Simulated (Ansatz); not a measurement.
CsCl-type NdAg was calculated with LDA (PAW; Ansatz, a program for electronic structure).

Settings: plane-wave cutoff 500 eV, 16×16×16 k mesh, Fermi–Dirac smearing 0.1 eV, spin-polarised start, scalar-relativistic PAW data made under PBE.

Computed at the level's own relaxed cell.

Question: What does this level give for the equilibrium volume per atom and lattice parameter a?

Answer: 
- equilibrium volume per atom = 23.77 Å³/atom
- lattice parameter a = 3.623 Å

The run finds no gap.

Note: the magnetic order was assumed, not searched for or taken from measurement; the 4f shell is treated without U or exact exchange, so its levels and filling can be wrong; the volume lies 8 % below that of the published cell.

Spin–orbit coupling is not included.

The computed numbers hold no vibrational or temperature effects.

Cost on a shared machine: around 2.3 core-minutes (rough).
